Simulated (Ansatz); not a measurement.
**KSrH3 (model structure, from the KMgH3 type, Pm-3m, No. 221): smallest direct gap on the k points sampled by level of theory**

No measured value is used here.

Question: Put these levels in order of the smallest direct gap on the k points sampled that they give for KSrH3 (model structure, from the KMgH3 type, Pm-3m, No. 221), smallest first: HSE06+SOC (Ansatz, a program for electronic structure), LDA (Ansatz), PBE+SOC (Ansatz), PBE0 (Ansatz), r²SCAN+SOC (Ansatz).

Answer: LDA (2.44 eV), PBE+SOC (2.73 eV), r²SCAN+SOC (3.20 eV), HSE06+SOC (3.79 eV), PBE0 (4.55 eV)

Computed values are for a static lattice. Levels without +SOC have no spin–orbit coupling; where heavier elements are present it shifts gaps, mostly down, and can invert bands.  Values are at the PBEsol cell. Cutoffs and k meshes differ between the levels. Ansatz's density-functional and Hartree–Fock values are scalar-relativistic unless marked +SOC, with PAW data made under PBE.

A model structure was made by putting elements into a prototype or built by hand; it is no filed structure, need not be a known phase, and can be a saddle point held by its symmetry.
